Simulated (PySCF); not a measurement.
PySCF 2.14.0, unrestricted PBE/def2-svp, df: Cu(Cl)(SH)(OH2)2 ([OH2]->[Cu](<-[OH2])([SH])[Cl]), charge 0, multiplicity 2, 10 atoms. The geometry is a generated start, not checked to be a minimum at this level.

```yaml
task: energy
method: pbe
basis: def2-svp
two_electron_scheme: density fitting
mol.max_memory: 3000 MB
mf.max_cycle: 100
mf.conv_tol: 1e-09 (default)
mf.grids.level: 3 (default)
basis_functions: 120
grid_points: 135608
```

```xyz
10

Cu     0.5242    -0.2616     0.3174
Cl     1.4360     1.3763    -0.8647
S      1.2887    -2.1912     0.8854
H      1.9980    -1.8204     1.9402
O     -1.0356    -0.3173    -1.3230
H     -0.9656    -1.1395    -1.8192
H     -0.6050     0.3748    -1.8524
O     -0.7369     1.1033     1.1837
H     -1.5706     0.9690     0.7176
H     -0.3332     1.9066     0.8152
```

Charge 0 and multiplicity 2 are set for this test and not shown to be the ground state.

With the defaults (mf.DIIS = CDIIS, mf.diis_space = 8, mf.level_shift = 0, mf.diis = true, mf.damp = 0, mf.diis_start_cycle = 1, mf.init_guess = minao) it converges in 18 Fock builds. One run each on 2 threads, 1 BLAS thread, with these changes:
- mf.DIIS = ADIIS
- mf.diis = false
- mf.DIIS = EDIIS
- mf.diis_space = 3
- mf.damp = 0.3, mf.diis_start_cycle = 4
- mf.diis_space = 5
- mf.diis_space = 12
- mf.level_shift = 1 Hartree
- mf.diis = false, mf.damp = 0.7, mf.diis_start_cycle = 999
- mf.init_guess = huckel

### Question
Which of these changes keep the SCF from converging, or lead it to another solution?

### Answer
No convergence: mf.DIIS = ADIIS; mf.DIIS = EDIIS; mf.diis_space = 3; mf.level_shift = 1 Hartree; mf.diis = false; mf.diis = false, mf.damp = 0.7, mf.diis_start_cycle = 999 (the run ends without SCF convergence in 100 cycles). The rest reach the solution of the defaults.

| setting | Fock builds | end |
|---|---|---|
| the defaults | 18 | same solution |
| mf.init_guess = huckel | 18 | same solution |
| mf.diis_space = 12 | 18 | same solution |
| mf.diis_space = 5 | 23 | same solution |
| mf.damp = 0.3, mf.diis_start_cycle = 4 | 28 | same solution |
| mf.DIIS = ADIIS | 36 | no convergence |
| mf.DIIS = EDIIS | 101 | no convergence |
| mf.diis_space = 3 | 101 | no convergence |
| mf.level_shift = 1 Hartree | 101 | no convergence |
| mf.diis = false | 101 | no convergence |
| mf.diis = false, mf.damp = 0.7, mf.diis_start_cycle = 999 | 101 | no convergence |
